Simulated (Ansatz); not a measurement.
The starting structures come from a database of crystals and need not be the phases stable at ambient conditions.

Inside the gap of an insulator the Bloch states are evanescent, with a wavenumber k + iκ along the transport direction.

Given:

```xyz
8
Lattice="8.5221 0.0000 0.0000 4.2610 9.1039 0.0000 4.2610 -0.6648 2.3686" Properties=species:S:1:pos:R:3 pbc="T T T"
Na     8.5221     2.1098     0.5921
Na     8.5221     6.3293     1.7764
Na     5.6814     4.8965     1.3743
Na    11.3628     3.5426     0.9943
Na     2.8407     0.6770     0.1900
Na    14.2035     7.7621     2.1786
P      5.6814     2.1098     0.5921
P     11.3628     6.3293     1.7764
```

Space group of this cell: P6_3/mmc. The cell is taken as given.

Transport runs along the normal of the first two printed cell vectors, the (111) plane of the conventional cell.

The gap is the functional's own, uncorrected, and κ follows it; spin-orbit coupling is left out. Mid-gap values are interpolated between the computed energies.

Q: Predict the band gap and the smallest decay constant κ at mid-gap from PBEsol (Ansatz, an electronic-structure program).

A: Gap 0.45 eV on a 12×12×12 mesh; κ = 0.048 1/Å, at the zone centre.
